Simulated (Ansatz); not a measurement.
Consider Zr in the hcp (Mg type) structure (space group P6_3/mmc, No. 194; a = 3.144 Å, c = 5.093 Å; relaxed with 0.1 eV smearing). Axes: x lies along a and z along c of the hexagonal cell.

Method: Ansatz (a first-principles code) LDA, no spin-orbit coupling.

One thing is altered: uniaxial strain ε_zz = +2.50 %, all other strain components held at zero, atoms relaxed at fixed cell.

Problem. Predict the stress tensor and what it implies for the stiffness.

Solution. Stress of the strained cell less that of the base (GPa, compression positive):
```
   -1.9     0.0     0.0
    0.0    -1.9     0.0
    0.0     0.0    -4.0
```

Then −Δσ_ii/ε with ε = 0.0250 gives secant stiffness values (nonlinear terms included at this strain): C33 ≈ 161 GPa, C13 ≈ 77 GPa and C23 ≈ 77 GPa.

As a check, the harmonic strain energy −½ V₀ Δσ:ε is 6.8 meV/atom; the computed energy rise is 7.0 meV/atom.

Stability against distortions was not tested. The final runs are not spin-polarised.
